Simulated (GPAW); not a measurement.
Input and output of a self-consistent single point for Cd2S (P1, 3 atoms in the cell) (GPAW).

Level of theory: revPBE, GPAW PAW datasets revPBE (gpaw-data 1.0.1) (plane waves; GPAW).

```
Cd2S
1.0
    3.96267     0.00000     0.00000
   -1.98134     3.43177     0.00000
    0.00000     0.00000     5.80919
Cd S
2 1
Direct
  0.64159   0.33369   0.56604
  0.36437   0.68880   0.94704
  0.32737   0.64418   0.36408
```

Reference input (self-consistent single point, DFT PBEsol, plane waves, GPAW PAW datasets PBEsol (made by gpaw-setup)): mode = pw; ecut = 600 eV; xc = PBEsol; kpts = 5 5 3; mesh shift (steps) = 0 0 0; occupations.name = fermi-dirac; occupations.width = 0 eV; nbands = -6; convergence.density = 1e-05 e/electron; convergence.bands = -4; symmetry.symmorphic = false; symmetry.tolerance = 0.0005. This run's input differs from it in these lines:

```diff
@@ -14,3 +14,3 @@
 calc = GPAW(mode=PW(600),
-            xc='PBEsol',
+            xc='revPBE',
             kpts=(5, 5, 3),
```

Its files differ too (potentials: GPAW PAW datasets revPBE (gpaw-data 1.0.1)).

Log, with long lists cut:

```
     iter     time        total  log10-change:
                         energy   eigst   dens
iter:   1 --:--:--    -6.346409   +0.17
iter:   2 --:--:--    -6.178721   -1.05  -1.24
iter:   3 --:--:--    -5.664416   -1.19  -1.28
iter:   4 --:--:--    -5.675106   -2.68  -1.59
iter:   5 --:--:--    -5.669014c  -2.21  -1.58
iter:   6 --:--:--    -5.660726c  -3.24  -2.20
iter:   7 --:--:--    -5.658975c  -3.09  -2.37
iter:   8 --:--:--    -5.658748c  -4.07  -2.79
iter:   9 --:--:--    -5.658806c  -4.77  -2.89
   [... 4 lines left out ...]
iter:  14 --:--:--    -5.658741c  -6.06  -3.80
iter:  15 --:--:--    -5.658740c  -7.33  -4.00
iter:  16 --:--:--    -5.658738c  -6.77  -4.11
iter:  17 --:--:--    -5.658737c  -7.20  -4.27
iter:  18 --:--:--    -5.658737c  -7.83c -4.42
iter:  19 --:--:--    -5.658737c  -7.41c -4.45
iter:  20 --:--:--    -5.658737c  -7.79c -4.50
iter:  21 --:--:--    -5.658737c  -8.75c -4.56
iter:  22 --:--:--    -5.658737c  -8.23c -4.59
iter:  23 --:--:--    -5.658737c  -8.65c -4.82
iter:  24 --:--:--    -5.658737c  -9.14c -5.07c
Converged after 24 iterations.

Dipole moment: (-1.003121, 0.635049, 7.869691) |e|*Ang

Energy contributions relative to reference atoms: (reference = -315219.012883)

Kinetic:        +25.236783
Potential:      -22.212157
External:        +0.000000
XC:              -8.942633
Entropy (-ST):   +0.000000
Local:           +0.259270
SIC:             +0.000000
--------------------------
Free energy:     -5.658737
Extrapolated:    -5.658737

Showing only first 2 kpts
 Kpt  Band  Eigenvalues  Occupancy
  0    13      3.27790    2.00000
  0    14      3.44102    2.00000
  0    15      7.37666    0.00000
  0    16      9.32186    0.00000

  1    13      3.35037    2.00000
  1    14      3.48164    2.00000
  1    15      6.26363    0.00000
  1    16      9.03767    0.00000

Fermi level: 4.59712

Gap: 1.077 eV
Transition (v -> c):
   [... lines left out ...]
Direct gap: 1.198 eV
Transition at: (s=0, k=20, n=14, [0.20, 0.40, -0.33])
Energy (eV): -5.658737

Forces in eV/Ang:
  0 Cd    0.63048   -0.41716    0.56164
  1 Cd    0.03023    0.09306   -0.72442
  2 S    -0.66067    0.32412    0.16381

Stress tensor:
    -0.015880     0.007480    -0.008034
     0.007480    -0.002775     0.003573
    -0.008034     0.003573    -0.023901
Stress (GPa, Voigt): [-2.5442 -0.4447 -3.8293  0.5725 -1.2872  1.1984]
```

The run converged in 24 iterations. GPAW prints stress with tension positive. Against the reference run the pressure goes from -2.07 to 2.27 GPa, the largest force goes from 0.814 to 0.942 eV/Å and the gap on the mesh goes from 1.058 to 1.077 eV.

The starting cell comes from a database of computed structures (which also holds hypothetical and non-ambient phases and stackings), without a prior relaxation at this level. Its atoms were displaced at random from the sites of space group no. 156.

Cost on one core of a shared machine: roughly 80 s.
